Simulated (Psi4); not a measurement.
Psi4 1.11, B3LYP/def2-svp: C[Si](O)(O)/C=C/[SiH3], 17 atoms. The geometry is a generated start, not checked to be a minimum at this level.

- task = energy
- method = b3lyp
- basis = def2-svp
- memory = 3 GB
- maxiter = 100
- keys of the molecule block = symmetry c1
- scf_type = df (default)
- diis_max_vecs = 10 (default)
- e_convergence = 1e-06 (default)
- d_convergence = 1e-06 (default)
- dft_radial_points = 75 (default)
- dft_spherical_points = 302 (default)
- basis functions = 156
- grid points = 361763

```xyz
17

Si     3.1547    -0.4354     0.3293
C      1.2752    -0.4724     0.2507
C      0.5154     0.3166    -0.5071
Si    -1.3740     0.2402    -0.6350
C     -2.1482     0.2390     1.1017
O     -1.8719    -1.0450    -1.5066
O     -1.9516     1.4496    -1.5621
H      3.6575     0.7751    -0.3224
H      3.6841    -1.6206    -0.3512
H      3.5799    -0.4627     1.7323
H      0.7802    -1.2112     0.8748
H      1.0200     1.0554    -1.1207
H     -3.2320     0.2119     1.0377
H     -1.8745     1.1226     1.6705
H     -1.8357    -0.6239     1.6809
H     -1.4384    -1.8879    -1.4219
H     -1.9408     2.3487    -1.2509
```

With the defaults (diis = true, scf_initial_accelerator = adiis, damping_percentage = 0, soscf = false, soscf_start_convergence = 0.01, guess = auto, which took SAD, diis_start = 1, level_shift = 0, level_shift_cutoff = 0.01) it converges in 9 SCF iterations. One run each on 2 threads, with these changes:
- damping_percentage = 20
- level_shift = 0.5, level_shift_cutoff = 0.001
- guess = modhuckel
- damping_percentage = 60
- soscf = true, soscf_start_convergence = 0.1
- guess = sadno
- level_shift = 0.1, level_shift_cutoff = 0.001
- diis = false, scf_initial_accelerator = none, damping_percentage = 60
- diis_start = 4

Task: Name the settings that don't reach the solution of the defaults.

Result: No convergence: diis = false, scf_initial_accelerator = none, damping_percentage = 60 (the run ends without SCF convergence in 100 iterations). The rest reach the solution of the defaults.

| setting | SCF iterations | JK calls | end |
|---|---|---|---|
| soscf = true, soscf_start_convergence = 0.1 | 6 | 22 | same solution |
| level_shift = 0.5, level_shift_cutoff = 0.001 | 8 | 9 | same solution |
| the defaults | 9 | 10 | same solution |
| level_shift = 0.1, level_shift_cutoff = 0.001 | 9 | 10 | same solution |
| guess = sadno | 11 | 11 | same solution |
| guess = modhuckel | 11 | 33 | same solution |
| diis_start = 4 | 16 | 17 | same solution |
| damping_percentage = 20 | 20 | 21 | same solution |
| damping_percentage = 60 | 57 | 58 | same solution |
| diis = false, scf_initial_accelerator = none, damping_percentage = 60 | 100 | 101 | no convergence |

An SOSCF iteration holds several JK calls; a Hückel guess adds calls on atoms.
